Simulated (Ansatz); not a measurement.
**SrTiO3 (I4/mcm, No. 140, 10 atoms in the cell; start mp-4651)**

Computed with LDA (plane waves, PAW; Ansatz, a quantum-chemistry and plane-wave program).

Settings: plane-wave cutoff 520 eV, 10×10×10 k mesh, Fermi–Dirac smearing 0.01 eV, no spin polarisation, scalar-relativistic PAW data made under PBE.

Cell (relaxed at this level):

```yaml
crystal:
  lattice:
    - [-2.71594, 2.71594, 3.87168]
    - [2.71594, -2.71594, 3.87168]
    - [2.71594, 2.71594, -3.87168]
  atoms:
    - { symbol: Sr, position: [0.75000, 0.25000, 0.50000] }
    - { symbol: Sr, position: [0.25000, 0.75000, 0.50000] }
    - { symbol: Ti, position: [0.00000, 0.00000, 0.00000] }
    - { symbol: Ti, position: [0.50000, 0.50000, 0.00000] }
    - { symbol: O, position: [0.77754, 0.27754, 0.05507] }
    - { symbol: O, position: [0.22246, 0.72246, 0.94493] }
    - { symbol: O, position: [0.27754, 0.22246, 0.50000] }
    - { symbol: O, position: [0.72246, 0.77754, 0.50000] }
    - { symbol: O, position: [0.75000, 0.75000, 0.00000] }
    - { symbol: O, position: [0.25000, 0.25000, 0.00000] }
```

* **band gap**: 2.01 eV
* **smallest direct gap on the k points sampled**: 2.02 eV

Spin–orbit coupling is not included.

Static lattice: no zero-point or thermal effects.

The result took roughly 100 core-seconds.

A start named mp-… is a Materials Project structure, which need not be a measured phase.
